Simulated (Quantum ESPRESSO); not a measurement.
The steps of a band-structure calculation for Mg6NbZn (Amm2, 8 atoms in the cell) with Quantum ESPRESSO.

Level of theory: PBEsol, SSSP 1.1.2 efficiency (PBE) pseudopotentials (plane waves; Quantum ESPRESSO).

Step 1 (scf):

```fortran
&CONTROL
 calculation = 'scf'
 prefix = 'run'
 outdir = './out'
 pseudo_dir = './'
 tprnfor = .true.
 tstress = .true.
/
&SYSTEM
 ibrav = 0
 celldm(1) = 9.1733164240
 nat = 8
 ntyp = 3
 ecutwfc = 50
 ecutrho = 400
 occupations = 'smearing'
 smearing = 'fd'
 degauss = 0.0073499
 input_dft = 'pbesol'
/
&ELECTRONS
 conv_thr = 1.0d-10
 mixing_beta = 0.7
/
ATOMIC_SPECIES
Mg    24.3050  Mg.pbe-n-kjpaw_psl.0.3.0.UPF
Nb    92.9064  Nb.pbe-spn-kjpaw_psl.0.3.0.UPF
Zn    65.3800  Zn_pbe_v1.uspp.F.UPF
ATOMIC_POSITIONS {crystal}
Mg    0.0000000000    0.8284400000    0.3470200000
Mg    0.0000000000    0.3470200000    0.8284400000
Mg    0.0000000000    0.3322300000    0.3322300000
Mg    0.5000000000    0.6742500000    0.1616500000
Mg    0.5000000000    0.1616500000    0.6742500000
Mg    0.5000000000    0.1667100000    0.1667100000
Nb    0.5000000000    0.6730300000    0.6730300000
Zn    0.0000000000    0.8166700000    0.8166700000
K_POINTS {automatic}
2 2 2  0 0 0
CELL_PARAMETERS {alat}
   1.0000000000     0.0000000000     0.0000000000
   0.0000000000     0.6413074155     1.1147578132
   0.0000000000    -0.6413074155     1.1147578132
```

Step 2 (bands):

```fortran
&CONTROL
 calculation = 'bands'
 prefix = 'run'
 outdir = './out'
 pseudo_dir = './'
 verbosity = 'high'
/
&SYSTEM
 ibrav = 0
 celldm(1) = 9.1733164240
 nat = 8
 ntyp = 3
 ecutwfc = 50
 ecutrho = 400
 occupations = 'smearing'
 smearing = 'fd'
 degauss = 0.0073499
 nbnd = 33
 input_dft = 'pbesol'
/
&ELECTRONS
 conv_thr = 1.0d-10
 startingwfc = 'random'
 diago_thr_init = 1.0d-6
 diagonalization = 'cg'
/
ATOMIC_SPECIES
Mg    24.3050  Mg.pbe-n-kjpaw_psl.0.3.0.UPF
Nb    92.9064  Nb.pbe-spn-kjpaw_psl.0.3.0.UPF
Zn    65.3800  Zn_pbe_v1.uspp.F.UPF
ATOMIC_POSITIONS {crystal}
Mg    0.0000000000    0.8284400000    0.3470200000
Mg    0.0000000000    0.3470200000    0.8284400000
Mg    0.0000000000    0.3322300000    0.3322300000
Mg    0.5000000000    0.6742500000    0.1616500000
Mg    0.5000000000    0.1616500000    0.6742500000
Mg    0.5000000000    0.1667100000    0.1667100000
Nb    0.5000000000    0.6730300000    0.6730300000
Zn    0.0000000000    0.8166700000    0.8166700000
K_POINTS {crystal_b}
14
  0.00000000   0.00000000   0.00000000   7  ! G
  0.00000000   0.33273923  -0.33273923   3  ! X
  0.00000000   0.00000000  -0.50000000   6  ! S
 -0.50000000   0.00000000  -0.50000000   3  ! R
 -0.50000000   0.33273923  -0.33273923   7  ! A
 -0.50000000   0.00000000   0.00000000   6  ! Z
  0.00000000   0.00000000   0.00000000   6  ! G
  0.00000000  -0.50000000  -0.50000000   3  ! Y
  0.00000000  -0.33273923  -0.66726077   6  ! X1
 -0.50000000  -0.33273923  -0.66726077   3  ! A1
 -0.50000000  -0.50000000  -0.50000000   6  ! T
  0.00000000  -0.50000000  -0.50000000   1  ! Y
 -0.50000000   0.00000000   0.00000000   6  ! Z
 -0.50000000  -0.50000000  -0.50000000   1  ! T
CELL_PARAMETERS {alat}
   1.0000000000     0.0000000000     0.0000000000
   0.0000000000     0.6413074155     1.1147578132
   0.0000000000    -0.6413074155     1.1147578132
```

Step 3 (bands.x):

```fortran
&BANDS
 prefix = 'run'
 outdir = './out'
 filband = 'bands.dat'
 lsym = .false.
/
```

Output of bands (abridged):

```
     file Mg.pbe-n-kjpaw_psl.0.3.0.UPF: wavefunction(s)  3S renormalized
     file Nb.pbe-spn-kjpaw_psl.0.3.0.UPF: wavefunction(s)  4S 4P renormalized

     Atomic positions and unit cell read from directory:
     ./out/run.save/

     Message from routine setup:
     using ibrav=0 with symmetry is DISCOURAGED, use correct ibrav instead
     G-vector sticks info
     --------------------
   [... lines left out ...]
     unit-cell volume          =    1103.7124 (a.u.)^3
     number of k points=    64  Fermi-Dirac smearing, width (Ry)=  0.0073
   [... lines left out ...]
        k(    3) = (   0.0000000   0.1482415   0.0000000), wk =   0.0312500
   [... 61 lines left out ...]

     Dense  grid:   149267 G-vectors     FFT dimensions: (  60,  75,  75)

     Smooth grid:    52781 G-vectors     FFT dimensions: (  45,  54,  54)

     The potential is recalculated from file :
     ./out/run.save/charge-density

     Band Structure Calculation
     CG style diagonalization

     ethr =  1.00E-06,  avg # of iterations = 33.8

     End of band structure calculation

          k = 0.0000 0.0000 0.0000 (  6615 PWs)   bands (ev):

  -119.8348 -74.0106 -74.0054 -73.9610 -48.5847 -24.7263 -24.6631 -24.6242
    -1.1844  -0.8227  -0.8144  -0.7957  -0.7722  -0.7551   2.8724   3.4669
     3.5628   3.9193   4.1779   4.4361   4.9787   5.6587   5.7118   5.9048
     7.1382   7.3048   8.1544   9.3346   9.5194   9.7902  10.2017  10.5996
    10.6152

          k = 0.0000 0.0741 0.0000 (  6587 PWs)   bands (ev):

  -119.8362 -74.0101 -74.0055 -73.9608 -48.5852 -24.7265 -24.6630 -24.6241
    -1.1488  -0.8217  -0.8149  -0.7954  -0.7722  -0.7553   2.6880   3.1987
     3.5083   4.0545   4.3915   4.5693   4.9822   5.6953   5.8061   5.9351
     7.1529   7.3195   8.1288   9.1505   9.3560  10.0327  10.1734  10.5608
    10.6430

   [... 62 blocks of this kind left out ...]
```

Output of bands.x (abridged):

```
     Reading xml data from directory:

     ./out/run.save/
     file Mg.pbe-n-kjpaw_psl.0.3.0.UPF: wavefunction(s)  3S renormalized
     file Nb.pbe-spn-kjpaw_psl.0.3.0.UPF: wavefunction(s)  4S 4P renormalized

     G-vector sticks info
     --------------------
     sticks:   dense  smooth     PW     G-vecs:    dense   smooth      PW
     Sum        3453    1721    491               149267    52781    7993

     Reading collected, re-writing distributed wavefunctions
     high-symmetry point:  0.0000 0.0000 0.0000   x coordinate   0.0000
     high-symmetry point:  0.0000 0.5188 0.0000   x coordinate   0.5188
     high-symmetry point:  0.0000 0.3898-0.2243   x coordinate   0.7776
     high-symmetry point: -0.5000 0.3898-0.2243   x coordinate   1.2776
     high-symmetry point: -0.5000 0.5188 0.0000   x coordinate   1.5363
     high-symmetry point: -0.5000 0.0000 0.0000   x coordinate   2.0551
   [... 3 lines left out ...]
     high-symmetry point: -0.5000 0.2608-0.4485   x coordinate   3.7645
     high-symmetry point: -0.5000 0.0000-0.4485   x coordinate   4.0253
     high-symmetry point:  0.0000 0.0000-0.4485   x coordinate   4.5253
     high-symmetry point: -0.5000 0.0000 0.0000   x coordinate   4.5253
     high-symmetry point: -0.5000 0.0000-0.4485   x coordinate   4.9738

     Plottable bands (eV) written to file bands.dat.gnu
     Bands written to file bands.dat

   JOB DONE.
```

The starting cell comes from a database of computed structures (which also holds hypothetical and non-ambient phases and stackings), without a prior relaxation at this level. Spin polarisation is off.
